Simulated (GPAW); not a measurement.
Worked example: self-consistent single point of GaCo (P1, 2 atoms in the cell) in GPAW.

Level of theory: PBEsol, GPAW PAW datasets PBEsol (made by gpaw-setup) (plane waves; GPAW).

```
CELL_PARAMETERS angstrom
      2.84723     0.00000     0.00000
      0.00000     2.84723     0.00000
      0.00000     0.00000     2.84723
ATOMIC_POSITIONS crystal
  Ga 0.50032 0.49863 0.50471
  Co 0.99968 0.00137 0.99529
```
Moments meant for the start (each program seeds them in its own way; μB, in the order of the atoms Ga Co): 0.0 3.0.

Reference input (self-consistent single point, DFT PBE, plane waves, GPAW PAW datasets PBE (gpaw-data 1.0.1)): spinpol = true; mode = pw; ecut = 850 eV; xc = PBE; kpts = 7 7 7; mesh shift (steps) = 0 0 0; occupations.name = fermi-dirac; occupations.width = 0.1 eV; nbands = -8; convergence.density = 1e-05 e/electron; convergence.energy = 1e-05 eV/electron; symmetry.symmorphic = false. This run's input differs from it in these lines:

```diff
@@ -16,3 +16,3 @@
             mode={'name': 'pw', 'ecut': 850},
-            xc='PBE',
+            xc='PBEsol',
             kpts=(7, 7, 7),
```

Its files differ too (potentials: GPAW PAW datasets PBEsol (made by gpaw-setup)).

Log, with long lists cut:

```
     iter     time        total  log10-change:  magmom
                         energy   eigst   dens
iter:   1 --:--:--   -12.358036                   +3.0070
iter:   2 --:--:--   -12.931307   -1.11  -1.23    +1.6210
iter:   3 --:--:--   -13.186056   -1.00  -1.24    +0.7376
iter:   4 --:--:--   -12.984327   -1.48  -1.26    +0.4086
iter:   5 --:--:--   -12.948705   -2.43  -1.38    +0.1831
iter:   6 --:--:--   -12.957283   -3.05  -2.25    +0.1386
iter:   7 --:--:--   -12.960217   -2.78  -2.04    +0.0884
iter:   8 --:--:--   -12.954056   -3.37  -2.22    +0.0690
iter:   9 --:--:--   -12.954249   -4.45  -3.38    +0.0241
iter:  10 --:--:--   -12.954264   -5.16  -3.51    +0.0089
iter:  11 --:--:--   -12.954263c  -5.69  -3.45    -0.0012
iter:  12 --:--:--   -12.954263c  -7.04  -4.13    -0.0018
iter:  13 --:--:--   -12.954263c  -7.96c -4.19    -0.0017
iter:  14 --:--:--   -12.954263c  -7.45c -4.24    -0.0015
iter:  15 --:--:--   -12.954263c  -7.54c -4.68    -0.0010
iter:  16 --:--:--   -12.954263c  -8.04c -5.16c   -0.0004
Converged after 16 iterations.

Dipole moment: (0.017269, -0.073754, 0.252973) |e|*Ang

Total magnetic moment: (0.000000, 0.000000, -0.000372)
Local magnetic moments:
   0 Ga ( 0.000000,  0.000000,  0.000033)
   1 Co ( 0.000000,  0.000000, -0.000458)

Energy contributions relative to reference atoms: (reference = -90713.295885)

Kinetic:        +36.874498
Potential:      -29.386575
External:        +0.000000
XC:             -20.373055
Entropy (-ST):   -0.042306
Local:           -0.047979
SIC:             +0.000000
--------------------------
Free energy:    -12.975416
Extrapolated:   -12.954263

Spin contamination: 0.000087 electrons
Showing only first 2 kpts
                      Up                     Down
 Kpt  Band  Eigenvalues  Occupancy  Eigenvalues  Occupancy
  0     4     10.05058    0.99929     10.05023    0.99929
   [... lines left out ...]

Fermi level: 10.77541

No gap
No difference between direct/indirect transitions
Energy (eV): -12.954263

Forces in eV/Ang:
  0 Ga   -0.01312    0.05603   -0.19173
  1 Co    0.01312   -0.05603    0.19173

Stress tensor:
    -0.009640     0.000019    -0.000065
     0.000019    -0.009608     0.000277
    -0.000065     0.000277    -0.009241
Stress (GPa, Voigt): [-1.5446 -1.5394 -1.4806  0.0444 -0.0104  0.003 ]
```

The run converged in 16 iterations. GPAW prints stress with tension positive. Against the reference run the pressure goes from 9.48 to 1.52 GPa and the largest force goes from 0.211 to 0.200 eV/Å.

The starting cell comes from a database of computed structures (which also holds hypothetical and non-ambient phases and stackings), without a prior relaxation at this level. Its atoms were displaced at random from the sites of space group no. 221. The starting moments vanished: the run ended non-magnetic, which need not be the lowest state.

Cost on one core of a shared machine: roughly 2 min.
